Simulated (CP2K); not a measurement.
Worked example: self-consistent single point of LaAl2BRu2 (P4/mmm, 6 atoms in the cell) in CP2K.

Computed with LDA (Pade form), GPW, DZVP-MOLOPT-SR-GTH basis, GTH-PADE potentials (GTH_POTENTIALS) run with CP2K.

```
CELL_PARAMETERS angstrom
      4.22935     0.00000     0.00000
      0.00000     4.22935     0.00000
      0.00000     0.00000     5.67992
ATOMIC_POSITIONS crystal
  La 0.00000 0.00000 0.50000
  Al 0.50000 0.50000 0.74577
  Al 0.50000 0.50000 0.25423
  B  0.00000 0.00000 0.00000
  Ru 0.50000 0.00000 0.00000
  Ru 0.00000 0.50000 0.00000
```

Reference input (self-consistent single point, DFT PBEsol, GPW, DZVP-MOLOPT-SR-GTH basis, GTH-PBE potentials (GTH_POTENTIALS)): CUTOFF = 500 Ry; REL_CUTOFF = 50 Ry; SMEAR/METHOD = GAUSSIAN; SIGMA = 0.05 eV; KPOINTS/SCHEME = MONKHORST-PACK 5 5 4; GAMMA_CENTERED = T; XC_FUNCTIONAL = PBE:PBESOL; La/BASIS_SET = DZVP-MOLOPT-SR-GTH; La/POTENTIAL = GTH-PBE-q11; Al/BASIS_SET = DZVP-MOLOPT-SR-GTH; Al/POTENTIAL = GTH-PBE-q3; B/BASIS_SET = DZVP-MOLOPT-SR-GTH. This run's input differs from it in these lines:

```diff
@@ -44,6 +44,3 @@
     &XC
-      &XC_FUNCTIONAL
-        &PBE
-          PARAMETRIZATION PBESOL
-        &END PBE
+      &XC_FUNCTIONAL PADE
       &END XC_FUNCTIONAL
@@ -83,3 +80,3 @@
       BASIS_SET DZVP-MOLOPT-SR-GTH
-      POTENTIAL GTH-PBE-q11
+      POTENTIAL GTH-PADE-q11
     &END KIND
@@ -87,3 +84,3 @@
       BASIS_SET DZVP-MOLOPT-SR-GTH
-      POTENTIAL GTH-PBE-q3
+      POTENTIAL GTH-PADE-q3
     &END KIND
@@ -91,3 +88,3 @@
       BASIS_SET DZVP-MOLOPT-SR-GTH
-      POTENTIAL GTH-PBE-q3
+      POTENTIAL GTH-PADE-q3
     &END KIND
@@ -95,3 +92,3 @@
       BASIS_SET DZVP-MOLOPT-SR-GTH
-      POTENTIAL GTH-PBE-q16
+      POTENTIAL GTH-PADE-q16
     &END KIND
```

Output (repeated stretches shortened):

```
 SCF WAVEFUNCTION OPTIMIZATION

  Step     Update method      Time    Convergence         Total energy    Change
     1 NoMix/Diag. 0.30E+00      -     5.11862507      -229.7601439210 -2.30E+02
     2 Broy./Diag. 0.30E+00      -     0.49971540      -233.2017820611 -3.44E+00
     3 Broy./Diag. 0.30E+00      -     0.15969674      -225.5104334239  7.69E+00
     4 Broy./Diag. 0.30E+00      -     0.05860603      -228.4532480435 -2.94E+00
     5 Broy./Diag. 0.30E+00      -     0.03098363      -228.5620747604 -1.09E-01
     6 Broy./Diag. 0.30E+00      -     0.03563697      -228.2027121505  3.59E-01
   [... 5 lines left out ...]
    12 Broy./Diag. 0.30E+00      -     0.00004233      -228.4020739301  5.42E-04
    13 Broy./Diag. 0.30E+00      -     0.00000512      -228.4019309111  1.43E-04
    14 Broy./Diag. 0.30E+00      -     0.00000259      -228.4018774875  5.34E-05
    15 Broy./Diag. 0.30E+00      -     0.00000030      -228.4018714548  6.03E-06
  *** SCF run converged in    15 steps ***

  Overlap energy of the core charge distribution:               0.00000000292772
  Self energy of the core charge distribution:               -416.82512395239547
  Core Hamiltonian energy:                                     96.35319888593703
  Hartree energy:                                             119.15252612546612
  Exchange-correlation energy:                                -27.08233286934771
  Smearing free energy correction:                             -0.00013964753375
  Fermi energy:                                                 0.38294352793777

  Total energy:                                              -228.40187145479874
  Total energy (extrapolated to sigma->0):                   -228.40180163103187

   [... lines left out ...]

 STRESS| Analytical stress tensor [bar]
 STRESS|                        x                   y                   z
 STRESS|      x       -1.34936214775E+05  -2.46037512082E-04  -6.83439945922E-05
 STRESS|      y       -2.46037512082E-04  -1.34936332871E+05  -6.83412474056E-05
 STRESS|      z       -6.83439945922E-05  -6.83412474056E-05  -8.64636283946E+04
 STRESS| 1/3 Trace                                            -1.18778725347E+05
```

The run converged in 15 iterations. Against the reference run the pressure goes from -3.08 to -11.88 GPa and the largest force goes from 0.040 to 0.619 eV/Å.

The starting cell comes from a database of computed structures (which also holds hypothetical and non-ambient phases and stackings), without a prior relaxation at this level. Spin polarisation is off. Values carry the incompleteness of an atom-centred basis. With a pressure of about -12 GPa the cell is away from its equilibrium volume at this level.

Cost on one core of a shared machine: roughly 50 s.
